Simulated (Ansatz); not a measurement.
Take Si in the diamond structure (space group Fd-3m, No. 227) as the base.

```
CELL_PARAMETERS angstrom
      0.00000     2.70105     2.70105
      2.70105     0.00000     2.70105
      2.70105     2.70105     0.00000
ATOMIC_POSITIONS crystal
  Si 0.00000 0.00000 0.00000
  Si 0.25000 0.25000 0.25000
```

Method: Ansatz (a program for electronic structure), LDA, PAW, cutoff 420 eV, no SOC.

For the base:

| Quantity | Result |
|---|---|
| Hole mass | 0.17, 0.26, 0.26 mₑ (at Γ) |
| Valley order | a point along ⟨100⟩, about 1.0 Å⁻¹ from Γ 0.45 eV; L along ⟨111⟩ 1.48 eV |
| Shortest interatomic distance | 2.339 Å |

Modification: cell and atoms relaxed at a pressure of 0.9 GPa.

Q: What does the calculation give for the hole mass after the change?

A: The hole mass (degenerate bands, along [100]) stays 0.17, 0.26, 0.26 mₑ (at Γ).

Q: What happens to the valley order?

A: The valley order (the lowest conduction-band minima on the path, energy above the VBM, named in the base's zone) goes from a point along ⟨100⟩, about 1.0 Å⁻¹ from Γ 0.45 eV; L along ⟨111⟩ 1.48 eV to a point along ⟨100⟩, about 1.0 Å⁻¹ from Γ 0.43 eV; L along ⟨111⟩ 1.51 eV.

Q: How does this affect the shortest interatomic distance?

A: The shortest interatomic distance falls by 0.007 Å to 2.332 Å.

The levels and masses belong to the bands next to the band gap. Load acts through the strain it causes; cell and atoms are relaxed under it. Masses are band curvatures over ±0.01 Å⁻¹ around the edge. Whether these cells are dynamically stable was not tested.
